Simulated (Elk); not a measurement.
Band structure of CuAu (P4/mmm, 2 atoms in the cell).

```
CELL_PARAMETERS angstrom
      2.80000     0.00000     0.00000
      0.00000     2.80000     0.00000
      0.00000     0.00000     3.67000
ATOMIC_POSITIONS crystal
  Cu 0.00000 0.00000 0.00000
  Au 0.50000 0.50000 0.50000
```

Computed with PBE, all-electron FP-LAPW, Elk's shipped species files, APW+lo basis with extra local orbitals (Elk).

Settings: xctype = 20; rgkmax = 8; stype = 0; swidth = 0.00999582 Ha; ngridk = 12 12 10; gmaxvr = 14 1/bohr; nxlo = 2; lorbcnd = true; rmtscf = 0.89; lmaxi = 2; maxscl = 100.

The starting cell has typed, rounded lattice constants, without a prior relaxation at this level. Spin-orbit coupling is off. Spin polarisation is off. Values depend on the basis (sphere radii, cutoffs, local orbitals), which need not be converged.

Levels in eV from the Fermi level, bands 21 to 28:
```
point     21     22     23     24     25     26     27     28
-----  -----  -----  -----  -----  -----  -----  -----  -----
Γ      -2.15  -1.67  -1.44  -1.44   2.04   8.11  10.01  10.01
X      -3.01  -2.42  -2.21  -0.86  -0.10   9.44   9.60  11.37
M      -1.61  -1.34  -1.34   0.58   0.58   5.27   6.86   9.99
Z      -2.73  -2.39  -2.35  -2.35  -1.98  14.36  14.68  14.68
R      -1.72  -1.58  -1.53  -1.14  -1.12   2.77   4.39  15.89
A      -2.16  -1.62  -1.60   5.28   5.57   5.57   6.30   6.98
```

Bands cross the Fermi level along this path, so the cell is metallic at this level.
